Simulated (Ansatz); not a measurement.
Given:

```
CELL_PARAMETERS angstrom
      0.00000     2.41773     2.41773
      2.41773     0.00000     2.41773
      2.41773     2.41773     0.00000
ATOMIC_POSITIONS crystal
  Pb 0.00000 0.00000 0.00000
```

No spin polarisation.

The values are results of PBEsol/PAW in Ansatz (a first-principles code), scalar-relativistic without spin-orbit coupling, not measurements. Γ-centred 23×23×23 mesh, Fermi–Dirac width 0.1 eV.

**Question.** Predict the pressure.

**Answer.** 3.3 GPa.

**Question.** Estimate the band gap.

**Answer.** Zero.

**Question.** Predict the space group.

**Answer.** Fm-3m (No. 225).

The cells carry an imposed strain or load. No phonon test of stability was made. The cell was made from Pb in the fcc (Cu type) structure (space group Fm-3m, No. 225) by this change: isotropic strain −2.00 %.
